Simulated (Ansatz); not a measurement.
## A computed series for PtS2: pressure series

The reference is PtS2 in the CdI2 type structure (space group P-3m1, No. 164; a = 3.5523 Å, c = 5.1280 Å; layered, stacked along the Cartesian z axis).

Cell and atoms are relaxed at each pressure.

All numbers come from Ansatz (an electronic-structure program), r2SCAN+rVV10, PAW, cutoff 500 eV, spin-orbit coupling left out.

Computed cases, in order: pressure −1 GPa; 0 GPa (base); pressure 0.3 GPa; pressure 0.7 GPa; pressure 1.5 GPa; pressure 3 GPa; pressure 5 GPa; pressure 7.5 GPa; pressure 10 GPa.

Problem. Between which two neighbouring cases does the band gap open or close?

Solution. Between pressure 3 GPa (0.22 eV) and pressure 5 GPa (zero). The whole series: pressure −1 GPa: 1.07 eV; 0 GPa (base): 0.80 eV; pressure 0.3 GPa: 0.71 eV; pressure 0.7 GPa: 0.61 eV; pressure 1.5 GPa: 0.46 eV; pressure 3 GPa: 0.22 eV; pressure 5 GPa: zero; pressure 7.5 GPa: zero; pressure 10 GPa: zero.

A case with no gap was solved on a k-mesh chosen for an insulator, which is coarse for it. Spin-orbit coupling, missing from the scalar runs, can matter with Pt. Load acts through the strain it causes; cell and atoms are relaxed under it. Stability against distortions was not tested. No other phases were tried under pressure. The final runs are not spin-polarised. A zero or small gap of PtS2 under pressure 3 GPa, PtS2 under pressure 5 GPa, PtS2 under pressure 7.5 GPa and PtS2 under pressure 10 GPa can be the functional's error rather than a property of the material.
